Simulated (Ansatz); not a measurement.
Rutile MgH₂ was calculated with LDA (PAW; Ansatz, a program for electronic structure).

Run with plane-wave cutoff 520 eV, 6×6×8 k mesh (along the axes of the cell as run), perturbation theory, scalar-relativistic PAW data made under PBE.

Computed at the level's own relaxed cell.

Predict the electronic dielectric constant ε∞ (mean over three axes) and static dielectric constant (mean over three axes).


electronic dielectric constant ε∞ (mean over three axes): 4.28
static dielectric constant (mean over three axes): 10.7
